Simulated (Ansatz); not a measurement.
The reference is GaP in the zinc blende structure (space group F-43m, No. 216; a = 5.438 Å).

The other end (x = 1) is InP in the zinc blende structure (space group F-43m, No. 216): 25.39 Å³/atom, gap 0.57 eV.

Level of theory: PBEsol (Ansatz, a quantum-chemistry and plane-wave program; PAW; 420 eV plane waves; no spin-orbit coupling).

In replaces a fraction x of Ga; each row is one arrangement (x, atoms in the cell, starting space group or random), fully relaxed.

One change was made to it. Results:

```csv
quantity,base,after
mixing energy,–,+23 meV/atom
volume per atom,20.11 Å³,24.03 Å³
band gap,1.45 eV,0.54 eV
mean first-shell distances,–,"Ga–P 2.412 Å (end compound 2.355 Å), In–P 2.530 Å (end compound 2.545 Å)"
```

### Question
Name the change that was made.
A) x(In) = 0.25, 8 atoms, Amm2
B) x(In) = 0.5, 8 atoms, Cm
C) x(In) = 0.75, 8 atoms, Amm2
D) x(In) = 0.75, 8 atoms, P-43m

### Answer
C, x(In) = 0.75, 8 atoms, Amm2. For comparison, the band gap in the other runs: x(In) = 0.75, 8 atoms, P-43m gives 0.77 eV; x(In) = 0.25, 8 atoms, Amm2 gives 1.02 eV; x(In) = 0.5, 8 atoms, Cm gives 0.98 eV.

Each cell is one ordered arrangement of few atoms, which overstates ordering effects compared with a random alloy. No phonon test of stability was made.
